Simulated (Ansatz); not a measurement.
Level of theory: PBE (plane waves to 420 eV, PAW; Ansatz, a first-principles code).

Electrostatic potential energy of an electron, averaged over planes parallel to the surface, in eV from the highest filled level, for a constructed model of the (000-1) surface of wurtzite CdS (in the relaxation 2 O–S bonds formed; 1 Cd–O, 2 Cd–S bonds broke), S-terminated, 2x2 O adatom at T4 (bottom of the slab: 2 H on 4 bottom sites):

(z (Å), V (eV)): (3.39, 5.87); (3.67, 5.87); (3.95, 5.87); (4.24, 5.87); (4.52, 5.87); (4.80, 5.87); (5.08, 5.87); (5.37, 5.87); (5.65, 5.87); (5.93, 5.86); (6.21, 5.85); (6.50, 5.83); (6.78, 5.79); (7.06, 5.69); (7.34, 5.47); (7.63, 4.89); (7.91, 4.55); (8.19, 4.67); (8.47, 4.12); (8.75, 2.84); (9.04, 1.46); (9.32, 0.29); (9.60, -0.83); (9.88, -2.27); (10.17, -4.51); (10.45, -6.16); (10.73, -6.08); (11.01, -4.82); (11.30, -1.93); (11.58, 1.63); (11.86, 3.06); (12.14, 2.96); (12.43, 1.60); (12.71, -0.66); (12.99, -2.65); (13.27, -4.29); (13.56, -6.05); (13.84, -7.01); (14.12, -5.78); (14.40, -3.61); (14.69, -1.08); (14.97, 1.94); (15.25, 3.24); (15.53, 3.09); (15.81, 1.76); (16.10, -0.52); (16.38, -2.58); (16.66, -4.31); (16.94, -5.86); (17.23, -6.77); (17.51, -5.86); (17.79, -3.74); (18.07, -1.39); (18.36, 1.29); (18.64, 2.73); (18.92, 2.55); (19.20, 1.60); (19.49, 0.16); (19.77, -1.37); (20.05, -2.35); (20.33, -2.82); (20.62, -3.22); (20.90, -3.97); (21.18, -4.02); (21.46, -2.89); (21.75, -1.33); (22.03, 0.68); (22.31, 2.89); (22.59, 4.35); (22.88, 5.39); (23.16, 5.97); (23.44, 6.13); (23.72, 6.19); (24.00, 6.22); (24.29, 6.23); (24.57, 6.23); (24.85, 6.23); (25.13, 6.23); (25.42, 6.23); (25.70, 6.23); (25.98, 6.23); (26.26, 6.23); (26.55, 6.23); (26.83, 6.23)

Model: 35-atom slab, 14.3 Å thick at the start with caps and adatoms, 3x3x1 mesh, Fermi-Dirac 0.025 eV, dipole correction, 8 atoms held, the rest relaxed; start symmetry kept, larger cells not searched; no spin, no spin-orbit, no U. In PBE it is, or lies within 0.01 eV a 1x1 cell of, the lowest of the 2 structures of its composition computed so far; subsurface sites and larger cells were not tried.

**Question.** The surface cell has an area of 61.00 Å². What dipole along the normal does the step between the two vacuum levels imply?

**Answer.** the top vacuum level lies 0.36 eV above the bottom one; p = −ε₀ A ΔV (ε₀ = 0.005526 e/(V·Å)) gives -0.12 e·Å a cell.
